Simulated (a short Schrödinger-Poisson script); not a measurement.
Stack: MOS inversion layer, SiO2 on p-type Si(100), at 400 K.

From the gate side: 1.2 nm SiO2; 520 nm Si, acceptors 6.9e17 cm⁻³.

Constants are typed, rounded textbook-type inputs, not results; the design itself was drawn at random and stands for no fabricated device. SiO2: permittivity 3.9, conduction-band edge (eV) 3.15, gap (eV) 9, electron mass (mₑ) 0.5. Si: permittivity 11.7, conduction-band edge (eV) 0, gap (eV) 1.124, Nv at 300 K (cm⁻³) 3.1e19.

Channel valleys (confinement mass, in-plane density-of-states mass, number): Δ2 0.916, 0.19, 2; Δ4 0.19, 0.417, 4. At the gate the conduction-band edge of layer 1 lies 3.57 eV − eVg above the Fermi level of the channel; the field vanishes at the back. Gaps are held at their typed values at every temperature. Mesh 0.03 nm at interfaces.

Solved with a short Schrödinger-Poisson script written for these runs: 1D Poisson equation in equilibrium, electrons quantum, Hartree (BenDaniel-Duke, 12 states a valley, the channel's in-plane mass for all, wave functions ending at the dielectric), parabolic valleys, classical holes, full ionisation, no traps, pinning or gate leakage.

```csv
Vg (V),electrons (cm⁻²),C (μF/cm²),Δ2 E0 (meV from the Fermi level),Δ4 E0 (meV from the Fermi level)
0.35,1.55e9,0.260,304.7,366.3
0.4,5.35e9,0.267,261.2,324.3
0.45,1.82e10,0.304,218.2,282.7
0.5,5.92e10,0.425,176.8,242.7
0.55,1.69e11,0.684,139.7,207.4
0.6,3.89e11,1.02,109.7,179.4
0.65,7.23e11,1.31,86.9,159.0
0.7,1.14e12,1.51,69.5,144.2
0.75,1.62e12,1.65,55.6,133.2
0.8,2.15e12,1.75,44.2,124.5
0.85,2.70e12,1.83,34.4,117.6
0.9,3.27e12,1.89,25.9,111.8
0.95,3.87e12,1.94,18.2,106.9
1,4.47e12,1.98,11.3,102.6
1.05,5.09e12,2.01,4.8,98.8
1.1,5.72e12,2.04,-1.2,95.4
1.15,6.36e12,2.06,-6.8,92.4
1.2,7.00e12,2.08,-12.1,89.6
1.25,7.65e12,2.10,-17.2,87.0
1.3,8.31e12,2.12,-22.1,84.6
```

Gate voltages with under 1e9 electrons/cm² are left out.

Task: At Vg = 1.3 V the lowest Δ2 subband lies at -22.1 meV from the Fermi level. How many electrons does it hold, and what share of all?

Result: The two-dimensional density of states is g m/(πħ²) = 1.59e11 cm⁻² meV⁻¹ (both spins), kT = 34.5 meV, so n = D kT ln(1 + exp(−E/kT)) = 5.83e12 cm⁻², 0.70 of the 8.31e12 cm⁻² in all.

Task: Compare the slope of the sheet density between 1.2 and 1.3 V with the geometric capacitance of the layers between gate and channel.

Result: q Δn/ΔV = 2.10 μF/cm²; ε0/Σ(t/ε) = 2.88 μF/cm². The ratio is 0.73: the channel acts as a further capacitance in series.
